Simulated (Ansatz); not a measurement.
## GaN: uniaxial strain ε_zz = −1.00 %

The parent structure is GaN in the zinc blende structure (space group F-43m, No. 216; a = 4.455 Å). Axes: x, y, z lie along the cube axes.

Modification: uniaxial strain ε_zz = −1.00 %, all other strain components held at zero; the atoms relax in the strained cell.

All numbers come from LDA/PAW in Ansatz (a program for electronic structure), no spin-orbit coupling. k-mesh 13×13×13 (Γ-centred); smearing 0.05 eV (Fermi–Dirac).

* **Space group**: I-4m2 (No. 119) (base F-43m (No. 216))
* **Shortest interatomic distance**: 192.3 pm (base 192.9 pm)
* **Energy relative to the base (free energy F)**: +1.0 meV/atom
* **Pressure (mean of the normal stresses, compression positive)**: 2.07 GPa (base 0.00 GPa)
* **Band gap**: 1.99 eV (base 1.96 eV)
* **Gap character**: direct at Γ (base direct at Γ)
* **Electron mass**: 0.18 mₑ (at Γ) (base 0.18 mₑ (at Γ))
* **Hole mass**: 0.19 mₑ along z, 0.84 mₑ across (at Γ)
* **Valence-band top at Γ (three highest levels, from the VBM)**: 0.00, -0.05, -0.05 eV (base 0.00, 0.00, 0.00 eV)
* **Valley order (the lowest conduction-band minima on the path, energy above the VBM, named in the base's zone)**: Γ 1.99 eV; X along [001] 3.19 eV; X along [100] 3.26 eV (base Γ 1.96 eV; X along ⟨100⟩ 3.27 eV)
* **Stress (xx, yy, zz, yz, xz, xy; compression positive)**: (1.65, 1.65, 2.92, 0.00, 0.00, 0.00) GPa

Effective masses come from finite differences of ±0.01 Å⁻¹. No phonon test of stability was made. This is not the structure that GaN has at room temperature and ambient pressure. Labels are those of the standard path for the cell's own space group.
